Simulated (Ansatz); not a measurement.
## Worked sum: formation energy of Ru_Cu in Cu (fcc, Fm-3m)

We look at the formation energy of Ru_Cu in Cu (fcc, Fm-3m). Reaction: Ru (hcp) + 63 Cu (fcc) → cell A.

A: a supercell of 64 sites of Cu (fcc, Fm-3m) with Ru on a Cu site (12 Cu at 2.59 Å); spin state with PBE: run without spin.

Setting: static, neutral cells in Ansatz (PAW) whose structures rest at the PBE level. Ansatz (a first-principles code) runs with its PAW set soft_1. Larger cells are relaxed from a start prepared with the learned potential CHGNet, on a coarser mesh till forces fall under 0.03 eV/Å, which some starts already meet. A dispersion term (D3(BJ), or D4 for r2SCAN) was computed beside these levels and is taken off wherever the name lacks it. Space groups of crystals are read within 0.01 Å. Mesh and cell size may move defect energies by 0.1 eV or more. Cell A has symmetry Fm-3m within 0.02 Å and got no random move, so less symmetric positions, which may lie lower, weren't tried.

Total energies of the cells in eV, at zero smearing width. They compare only within one column; the weights balance every element.

| cell | atoms | weight | PBE |
|---|---|---|---|
| A: Cu:Ru_Cu | 64 | +1 | -423264.29203 |
| Ru (hcp) | 2 | −1/2 | -11757.46714 |
| Cu (fcc) | 64 | −63/64 | -424011.80683 |

PBE: (-423264.29203) − 1/2 × (-11757.46714) − 63/64 × (-424011.80683) = 1.064 eV.

What follows from the PBE value: With the reservoirs of the reaction as written, and without entropy terms or charged states, the share of sites that hold the defect in equilibrium is exp(−1.06 eV/k_BT) = 4.5×10^-6 at 1000 K.
